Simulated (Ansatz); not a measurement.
Consider AlN in the wurtzite structure (space group P6_3mc, No. 186).

```
AlN
1.0
    3.08878     0.00000     0.00000
   -1.54439     2.67496     0.00000
    0.00000     0.00000     4.94326
Al N
2 2
Direct
  0.33333   0.66667   0.00000
  0.66667   0.33333   0.50000
  0.33333   0.66667   0.38200
  0.66667   0.33333   0.88200
```

Cartesian axes are those of the cell as printed.

The values are results of Ansatz (a first-principles code), LDA, PAW, cutoff 420 eV, no spin-orbit coupling, not measurements.

Strains are applied to the cell and any free atomic positions relax.

One change was made to it. Results:

```tsv
quantity	base	after
band gap	4.42 eV	4.40 eV
energy relative to the base (free energy F)	0 meV/atom	+1.5 meV/atom
pressure (mean of the normal stresses, compression positive)	-0.01 GPa	0.00 GPa
valence-band top at Γ (three highest levels, from the VBM)	0.00, -0.23, -0.23 eV	0.00, -0.25, -0.26 eV
```

### Question
What was done to the base?
A. tensor shear ε_xz = +0.33 %
B. tensor shear ε_xz = +1.67 %
C. tensor shear ε_xz = +2.00 %
D. tensor shear ε_xz = +1.00 %

### Answer
D, tensor shear ε_xz = +1.00 %. For comparison, the energy relative to the base in the other runs: tensor shear ε_xz = +1.67 % gives +4.1 meV/atom; tensor shear ε_xz = +0.33 % gives +0.2 meV/atom; tensor shear ε_xz = +2.00 % gives +5.9 meV/atom.

Stability against distortions was not tested.
